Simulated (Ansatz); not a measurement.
## ZnS, pressure series

Consider ZnS in the wurtzite structure (space group P6_3mc, No. 186; a = 3.8061 Å, c = 6.2447 Å).

Cell and atoms are relaxed at each pressure.

Computed with r2SCAN (Ansatz, a first-principles code; PAW; 500 eV plane waves; no spin-orbit coupling).

Computed cases, in order: pressure −2 GPa; pressure −1 GPa; 0 GPa (base); pressure 3 GPa; pressure 7 GPa; pressure 15 GPa; pressure 30 GPa; pressure 50 GPa; pressure 75 GPa; pressure 100 GPa.

Problem. Between which two neighbouring cases does the gap turn between direct and indirect?

Solution. Between pressure 15 GPa (3.44 eV, direct at Γ) and pressure 30 GPa (3.48 eV, indirect, Γ → K). The whole series: pressure −2 GPa: 2.65 eV, direct at Γ; pressure −1 GPa: 2.72 eV, direct at Γ; 0 GPa (base): 2.78 eV, direct at Γ; pressure 3 GPa: 2.94 eV, direct at Γ; pressure 7 GPa: 3.13 eV, direct at Γ; pressure 15 GPa: 3.44 eV, direct at Γ; pressure 30 GPa: 3.48 eV, indirect, Γ → K; pressure 50 GPa: 2.82 eV, indirect, Γ → K; pressure 75 GPa: 1.85 eV, indirect, Γ → K; pressure 100 GPa: 0.73 eV, indirect, Γ → K.

Load acts through the strain it causes; cell and atoms are relaxed under it. Stability against distortions was not tested. Tetrahedral semiconductors of this kind turn to denser phases somewhere between about 1 and 50 GPa; those were not computed, so compressed cells here can lie past the real transition.
